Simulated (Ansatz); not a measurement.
Reference: K$_{2}$PdC$_{2}$ (P-3m1), PBEsol, rigid bands (plane waves, PAW, scalar-relativistic; Ansatz, an electronic-structure program); geometry: cell and atoms relaxed with PBEsol.

```cif
data_C2K2Pd
_chemical_formula_sum 'K2 Pd1 C2'
_space_group_name_H-M_alt 'P-3m1'
_space_group_IT_number 164
_space_group_name_Hall '-P 3 2"'
_cell_length_a 5.08422
_cell_length_b 5.08422
_cell_length_c 5.23010
_cell_angle_alpha 90.000
_cell_angle_beta 90.000
_cell_angle_gamma 120.000
loop_
_atom_site_label
_atom_site_type_symbol
_atom_site_symmetry_multiplicity
_atom_site_Wyckoff_symbol
_atom_site_fract_x
_atom_site_fract_y
_atom_site_fract_z
_atom_site_occupancy
K1 K 2 d 0.33333 0.66667 0.28003 1
Pd1 Pd 1 a 0.00000 0.00000 0.00000 1
C1 C 2 c 0.00000 0.00000 0.37863 1
```

The band gap comes out as 1.34 eV and the electron conductivity mass is 0.39 mₑ. The Seebeck coefficient, n-type 1e19 cm⁻³ comes out as -295 μV/K.

**Question.** Replace K by Na on the same sites and relax. What happens?

**Answer.** Na2PdC2 (P-3m1): volume per atom 23.4 to 17.9 Å³; band gap falls (1.34 eV to 0.72 eV); electron conductivity mass falls (0.39 mₑ to 0.23 mₑ); Seebeck coefficient, n-type 1e19 cm⁻³ falls in size (-295 μV/K to -229 μV/K).

Moves up to 5 % count as about the same. Masses are for dilute carriers at 300 K, harmonic means over directions unless an axis is named. Seebeck coefficients are for the stated density at 300 K, with one relaxation time for all states and whether or not that doping can be reached. Spin-orbit coupling is left out.

Computed structure with no diffraction record at hand here (it may be known, metastable or hypothetical): K2PdC2 (P-3m1), Na2PdC2 (P-3m1).
